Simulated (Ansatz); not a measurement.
## BP (model structure, P6₂22, No. 180, 6 atoms in the cell): properties by level of theory

```csv
level (code),equilibrium lattice constant a (Å),c axis length (Å),cohesive energy (eV/atom)
PBE (Ansatz),3.279,6.995,4.80
PBEsol (Ansatz),3.260,6.941,5.28
PBE-D3(BJ) (Ansatz),3.247,6.924,5.15
```

Ansatz's density-functional and Hartree–Fock values are scalar-relativistic unless marked +SOC, with PAW data made under PBE.

Free atoms are spin-polarised, in the lowest state found; at levels without +SOC their spin–orbit coupling is left out.

The computed numbers hold no vibrational or temperature effects.

A model structure was made by putting elements into a prototype or built by hand; it is no filed structure, need not be a known phase, and can be a saddle point held by its symmetry.

Ansatz is a program for electronic structure.
